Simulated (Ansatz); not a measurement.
A self-consistent single point of the (001) slab of Mg (cut from a parent of space group no. 166; 9 atoms in the cell) with Ansatz (a program for electronic structure).

Computed with PBEsol, default PAW files made with PBE (plane waves; Ansatz).

```
Mg
1.0
    3.17583     0.00000     0.00000
   -1.58792     2.75035     0.00000
    0.00000     0.00000    34.48470
Mg
9
Direct
  0.00000   0.00000   0.72261
  0.33333   0.66667   0.64821
  0.00000   0.00000   0.57440
  0.66667   0.33333   0.27739
  0.00000   0.00000   0.20299
  0.66667   0.33333   0.79701
  0.33333   0.66667   0.50000
  0.66667   0.33333   0.42560
  0.33333   0.66667   0.35178
```

Reference input (self-consistent single point, DFT, PBEsol, plane waves, default PAW files made with PBE): basis.ecutwfc = 420 eV; kpoints.mp_grid.grid = 9 9 1; hamiltonian.xc = pbesol; hamiltonian.pseudopotentials = {kind: paw} (the program's default PAW files); scf.occupations.method = gaussian; scf.occupations.width = 0.1 eV. This run's input differs from it in these lines:

Ansatz 0.2 input:
```diff
@@ -20,3 +20,3 @@
   mp_grid:
-    grid: [9, 9, 1]
+    grid: [12, 12, 1]
 hamiltonian:
```

Log, with long lists cut:

```
SCF iter   1: F=—  HF=-17207.756343 eV  |F-HF|=—  |Δ(HF+E_count)|=         —  Δρ=1.81e-3  dr2=3.03e-2  ethr=1.77e-3  ⟨swp⟩=12.7  Hψ=5114  notcnv=0  defer=8
all-band conjugate gradients solve this SCF's bands
preconditioner: auto → LDOS
SCF iter   2: F=—  HF=-17207.752732 eV  |F-HF|=—  |Δ(HF+E_count)|=   3.61e-3  Δρ=9.69e-4  dr2=5.85e-3  ethr=3.37e-5  ⟨swp⟩=2.8  Hψ=2015  notcnv=0  defer=11
SCF iter   3: F=—  HF=-17207.751204 eV  |F-HF|=—  |Δ(HF+E_count)|=   1.53e-3  Δρ=1.53e-4  dr2=5.59e-4  ethr=6.50e-6  ⟨swp⟩=2.1  Hψ=1839  notcnv=0  defer=11
SCF iter   4: F=—  HF=-17207.751182 eV  |F-HF|=—  |Δ(HF+E_count)|=   2.12e-5  Δρ=4.78e-5  dr2=4.15e-5  ethr=6.21e-7  ⟨swp⟩=2.0  Hψ=1030  notcnv=0  defer=11
SCF iter   5: F=—  HF=-17207.751169 eV  |F-HF|=—  |Δ(HF+E_count)|=   1.36e-5  Δρ=1.00e-5  dr2=1.34e-6  ethr=4.61e-8  ⟨swp⟩=2.1  Hψ=1171  notcnv=0  defer=10
SCF iter   6: F=-17207.751169 eV  HF=-17207.751169 eV  |F-HF|=2.65e-8  |Δ(HF+E_count)|=   4.25e-8  Δρ=1.76e-6  dr2=3.55e-8  ethr=1.11e-10  ⟨swp⟩=12.5  Hψ=4468  notcnv=0
SCF 1 converged in 6 iterations: F = -17207.751169 eV  dr2 = 3.55e-8
Free energy (F): -17207.751169 eV
Internal energy: -17207.730976 eV  (E = F + TS)
E sigma→0 (E₀):  -17207.741072 eV
Entropy (-TS):   -0.020193 eV (-2.244 meV/atom)
Fermi energy:    2.695722 eV
--- Forces (eV/Å), atoms counted from 1 ---
  atom   1  Mg    -0.00000000    -0.00000000    -0.05552124
  atom   2  Mg     0.00000000    -0.00000000    -0.01298891
  atom   3  Mg     0.00000000     0.00000000    -0.00581580
  atom   4  Mg     0.00000000     0.00000000     0.05552124
  atom   5  Mg     0.00000000    -0.00000000    -0.06330014
  atom   6  Mg     0.00000000     0.00000000     0.06330014
  atom   7  Mg     0.00000000    -0.00000000     0.00000000
  atom   8  Mg     0.00000000    -0.00000000     0.00581580
  atom   9  Mg     0.00000000     0.00000000     0.01298891
--- Stress (GPa, compression-positive) ---
       -0.177405      -0.000000       0.000000
       -0.000000      -0.177405       0.000000
        0.000000       0.000000       0.149776
  P = ⅓ Tr σ = -0.0683 GPa (-0.683 kbar)
  The stress holds the Pulay correction. Without it, at fixed plane waves, as pw.x and ABINIT print it: P = -0.0699 GPa
```

The run converged in 6 iterations. Against the reference run the free energy falls by 4.4 meV/atom and the largest force goes from 0.086 to 0.063 eV/Å.

The starting cell comes from a database of computed structures (which also holds hypothetical and non-ambient phases and stackings), without a prior relaxation at this level. The slab is cut from that crystal, and its faces are unrelaxed. Its lattice was rescaled by up to half a per cent.
